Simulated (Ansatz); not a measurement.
System: La2GeI2 (P-3m1, No. 164, 5 atoms in the cell; start mp-570597; a measured phase of this formula has another space group). Method: PBEsol (PAW; Ansatz, a quantum-chemistry and plane-wave program).

Numerical settings: plane-wave cutoff 500 eV, 12×12×4 k mesh (along the axes of the cell as run), Fermi–Dirac smearing 0.05 eV, scalar-relativistic PAW data made under PBE.

Cell (relaxed at this level):

La2GeI2 is modelled in the trigonal space group P-3m1 (No. 164), Pearson symbol hP5. Lattice parameters: a = b = 4.421 Å, c = 10.953 Å, α = β = 90.00°, γ = 120.00°. La on 2d is surrounded by 3 Ge at 3.054 Å and 3 I at 3.258 Å (octahedral). Ge on 1b sees 6 La at 3.054 Å (octahedral). I on 2d has 3 La at 3.258 Å (trigonal pyramidal). (Neighbours: up to the widest gap in distance over summed covalent radii, below 1.35, at either atom; cation-cation and far metal-metal contacts left out.)

Q: Predict the band gap.

A: 
- band gap: 0.23 eV (on the SCF k mesh)

Note: the relaxation could not lower the start's symmetry, so the cell can be a saddle point above a distorted one; the cell has widely spaced layers and the level no dispersion term, so their spacing and the moduli can rest on weak binding.

Spin–orbit coupling is not included; with these elements it can move the gap by several tenths of an eV or more.

Cost on a shared machine: roughly 13 core-minutes.

A start named mp-… is a Materials Project structure, which need not be a measured phase.
